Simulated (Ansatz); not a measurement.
**β-phase InSe (model structure)**

All values below come from r²SCAN (Ansatz, a first-principles code, PAW).

Cell: relaxed at this level.

```
Property                       Result
-------------------------  ----------
interlayer binding energy  3.9 meV/Å²
layer repeat distance         8.719 Å
gap between the layers        3.403 Å
```

Note: the relaxation could raise the start's symmetry but not lower it, so the cell can be a saddle point; the cell has widely spaced layers and the level no dispersion term, so their spacing and the moduli can rest on weak binding.

Spin–orbit coupling is not included.

It cost very roughly 14 core-minutes of CPU time.

A model structure was made by putting elements into a prototype or built by hand; it is no filed structure, need not be a known phase, and can be a saddle point held by its symmetry.
